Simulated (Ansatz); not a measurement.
Worked calculations on one periodic cell of amorphous Si₂₄O₅₁La₂: Si24O51La2, 77 atoms, volume 1170.0 Å³, made by a melt-quench on the CHGNet potential and relaxed with DFT. O atoms were pushed apart under 1.9 Å during the dynamics, to hinder bonds among them. It is a model cell: composition and starting density were chosen by hand, and all elements were melted together. Cycles of charging were run to anneal it. Calculation: PBE, scalar-relativistic without spin-orbit coupling (plane waves to 420 eV, PAW; Ansatz, a first-principles code). Sampling: a 2×2×2 Γ-centred mesh; Fermi-Dirac width 0.02 eV; no spin polarisation. Its volume was held where the quench left it, its shape was free, and it stands at a mean pressure of 1.6 GPa with stress components up to 1.6 GPa; the relaxation ran on the zone centre alone. Its density went from a set 2.51 to 2.51 g/cm³. The cell is small and was quenched far faster than a real film, so it is one sample of the glass.

Problem. Count formal charges (Si +4, O -2, La +3). What does the count lead one to expect at the Fermi level, and what does the calculation give?

Solution. 24 × (+4) + 51 × (-2) + 2 × (+3) = 0. The charges balance, so the anion-derived valence states can be full and a gap can open. On this mesh the highest filled and lowest empty level lie 4.44 eV apart; localised defect or tail levels set that (at the zone centre the more localised edge state sits most on one O atom with neighbours Si 1.59 Å, La 2.26 Å), and the nearest spread-out levels lie 5.4 eV apart.

Four energies for an added electron at PBE on the zone centre alone (charged cells in a uniform background, spin-polarised): neutral at the neutral geometry -56782.930 eV; charged at the neutral geometry -56776.180 eV; charged and relaxed -56776.199 eV; neutral at the charged geometry -56782.910 eV.

Problem. Find the two relaxation energies and their sum, the reorganisation energy.

Solution. On charging: -56776.180 − (-56776.199) = 0.019 eV. On discharging: -56782.910 − (-56782.930) = 0.020 eV. The sum is 0.039 eV. The carrier's level spreads over 58 of the 77 atoms' worth, more than a fifth of the atoms or a third of the atoms of its main element (six at least), and the sum is small, so it counts as a band carrier, whose relaxation energy shrinks as the cell grows. PBE's self-interaction favours spread-out carriers, so a hybrid can localise more.

Four energies for a hole at PBE on the zone centre alone (charged cells in a uniform background, spin-polarised): neutral at the neutral geometry -56782.930 eV; charged at the neutral geometry -56784.849 eV; charged and relaxed -56785.033 eV; neutral at the charged geometry -56782.600 eV.

Problem. Find the two relaxation energies and their sum, the reorganisation energy.

Solution. On charging: -56784.849 − (-56785.033) = 0.184 eV. On discharging: -56782.600 − (-56782.930) = 0.330 eV. The sum is 0.514 eV. The carrier's level spreads over 5 of the 77 atoms' worth, so it counts as localised, most on one O atom with neighbours Si 1.59 Å, La 2.26 Å (neutral geometry). The values are uncorrected: the image energy of a point charge in this cell, 2.84 × 14.40 / (2 × 10.5) = 1.9 eV before screening, is screened by electrons alone at the fixed geometry and by ions too after relaxing, and the carrier can be spread before it relaxes, so each term can be off by up to that value times 1/ε∞, some tenths of an eV. PBE's self-interaction favours spread-out carriers, so a hybrid can localise more.
